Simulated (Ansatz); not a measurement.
The starting structures come from a database of crystals and need not be the phases stable at ambient conditions.

 Where the default PAW files enter, the runs use the earlier of Ansatz's two default sets.

Consider the following.

```xyz
12
Lattice="4.8259 0.0000 0.0000 0.0000 4.8259 0.0000 0.0000 0.0000 7.4245" Properties=species:S:1:pos:R:3 pbc="T T T"
Te     4.6944     4.6944     0.0000
Te     2.5444     2.2814     5.5684
Te     0.1315     0.1315     3.7123
Te     2.2814     2.5444     1.8561
O      3.5714     4.1527     1.3715
O      3.0861     1.1585     6.9399
O      1.2544     0.6732     5.0838
O      1.7398     3.6674     3.2277
O      1.1585     3.0861     0.4846
O      0.6732     1.2544     2.3407
O      3.6674     1.7398     4.1969
O      4.1527     3.5714     6.0530
```

Space group of this cell: P4_32_12. The cell is strained (lengths along the current scaled by 0.97, ions clamped); by r2SCAN its mean pressure is 6.5 GPa.

Transport runs along the normal of the first two printed cell vectors, the (001) (indices of the unstrained crystal) plane of the conventional cell.

The gap is the functional's own, uncorrected, and κ follows it; spin-orbit coupling is left out. Mid-gap values are interpolated between the computed energies.

Task: State the band gap and the smallest decay constant κ at mid-gap according to r2SCAN (Ansatz, a quantum-chemistry and plane-wave program).

Result: Gap 3.68 eV on a 6×6×4 mesh; κ = 0.391 1/Å, at (0.167, 0.167) of the in-plane reciprocal vectors. At the zone centre, at the nearest computed energy, the slowest state has κ = 0.41 1/Å.
